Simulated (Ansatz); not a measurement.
The starting structures come from a database of crystals and need not be the phases stable at ambient conditions.

 Where the default PAW files enter, the runs use the earlier of Ansatz's two default sets.

The decay constant κ of evanescent states in the gap governs leakage through a thin film.

Given:

```
CELL_PARAMETERS angstrom
      4.66345     0.00000     0.00000
     -2.33172     4.03866     0.00000
      2.33172     1.34622     3.80769
ATOMIC_POSITIONS crystal
  Mg 0.50000 0.25000 0.25000
  Mg 0.50000 0.75000 0.75000
  H  0.50608 0.25304 0.74696
  H  0.49392 0.74696 0.25304
  H  0.00000 0.25304 0.74696
  H  0.00000 0.74696 0.25304
  H  0.00000 0.74696 0.74696
  H  0.00000 0.25304 0.25304
  Ru 0.00000 0.00000 0.00000
```

Space group of this cell: Fm-3m. The cell is taken as given.

Transport runs along the normal of the first two printed cell vectors, the (111) plane of the conventional cell.

No gap correction and no spin-orbit coupling; mid-gap values are interpolated between computed energies.

Task: Predict the band gap and the smallest decay constant κ at mid-gap from PBEsol in Ansatz (a program for electronic structure).

Result: Gap 3.01 eV on a 10×10×10 mesh; κ = 0.377 1/Å, at (0.250, 0.250) of the in-plane reciprocal vectors. At the zone centre, at the nearest computed energy, the slowest state has κ = 0.40 1/Å.
